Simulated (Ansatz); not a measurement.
**Effect of W → Re on W**

The reference is W (space group Pm-3n, No. 223; a = 5.033 Å).

Modification: Re takes the place of W on all its sites, then cell and atoms are relaxed.

Computed with PBEsol (Ansatz, a first-principles code, PAW, spin-orbit coupling left out). Γ-centred 10×10×10 mesh, Fermi–Dirac width 0.05 eV, for the changed cell.

The volume per atom decreases by 1.16 Å³ to 14.78 Å³ and the lattice parameter a falls by 0.125 Å, from 5.033 Å to 4.908 Å. The space group stays Pm-3n (No. 223) and the shortest interatomic distance shrinks by 0.063 Å to 2.454 Å. The band gap remains zero.

Final structure:

```
CELL_PARAMETERS angstrom
      4.90794     0.00000     0.00000
      0.00000     4.90794     0.00000
      0.00000     0.00000     4.90794
ATOMIC_POSITIONS crystal
  Re 0.00000 0.00000 0.00000
  Re 0.50000 0.50000 0.50000
  Re 0.00000 0.50000 0.25000
  Re 0.00000 0.50000 0.75000
  Re 0.25000 0.00000 0.50000
  Re 0.75000 0.00000 0.50000
  Re 0.50000 0.75000 0.00000
  Re 0.50000 0.25000 0.00000
```

Whether these cells are dynamically stable was not tested. As relaxed here, Re is a hypothetical phase, not in the database extracts checked. The final runs are not spin-polarised. This is not the structure that W has at room temperature and ambient pressure.
